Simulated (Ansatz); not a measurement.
Levels about the gap of amorphous Ti20O41Be (62 atoms in a cell of 754 Å³, 3.57 g/cm³; zone centre alone, so wide bands show as single levels with stretches between that a denser mesh fills), at the geometry that PBE relaxed, where it gives 1.8 GPa on a denser mesh. The participation number counts the atoms over which a state spreads; weights are charges in smoothed Voronoi cells. The levels come from a single point, so bond lengths are those of that geometry. Method of the levels: r2SCAN, scalar-relativistic without spin-orbit coupling (Ansatz, an electronic-structure program). Sampling: the zone centre alone; Fermi-Dirac width 0.02 eV; no spin polarisation.

A CHGNet melt-quench gave the starting glass, which DFT then relaxed. O atoms were pushed apart under 1.9 Å during the dynamics, to hinder bonds among them. The hot cell started wider than the set density and was brought back towards it in steps. It is the lowest in DFT energy of 2 quenches. It is a model cell: composition and starting density were chosen by hand, and all elements were melted together. No dispersion term was used. Its density started from a set value of 3.58 and ended at 3.57 g/cm³. The quench (nominally 360 K/ps over its main leg) was far faster than any real one, so the model tends to hold more defects than a real film. One small periodic cell is one sample of the glass; other quenches scatter about these values. The volume was held where the preparation left it and the shape relaxed, at a PBE pressure of 1.8 GPa. Stress components on the final sampling reach 1.8 GPa. On a 2×2×2 Γ-centred mesh force components of up to 0.13 eV/Å stay, since the relaxation ran on the zone centre alone.

```tsv
E - E(highest filled), eV	filling	participation number	largest on	weight O	weight Ti	weight Be
-0.24	filled	14.4	O, 2 neighbours	0.91	0.09	0.00
-0.21	filled	17.6	O, 2 neighbours	0.93	0.07	0.00
-0.19	filled	23.6	O, 2 neighbours	0.93	0.07	0.00
-0.14	filled	17.9	O, 3 neighbours	0.94	0.06	0.00
-0.09	filled	9.8	O, 2 neighbours	0.93	0.07	0.00
-0.05	filled	22.6	O, 2 neighbours	0.93	0.06	0.00
0.00	filled	18.6	O, 2 neighbours	0.94	0.06	0.00
3.09	empty	12.1	Ti, 6 neighbours	0.19	0.81	0.00
3.25	empty	11.3	Ti, 5 neighbours	0.18	0.82	0.00
3.29	empty	16.4	Ti, 6 neighbours	0.17	0.83	0.00
3.35	empty	16.3	Ti, 6 neighbours	0.17	0.83	0.00
3.38	empty	17.6	Ti, 5 neighbours	0.18	0.82	0.00
3.47	empty	16.0	Ti, 5 neighbours	0.18	0.82	0.00
3.54	empty	18.5	Ti, 6 neighbours	0.18	0.82	0.00
```

Most localised among these is the filled level at -0.09 eV, on a O atom, which has 2 neighbours (Ti 1.77 Å, Ti 1.92 Å).
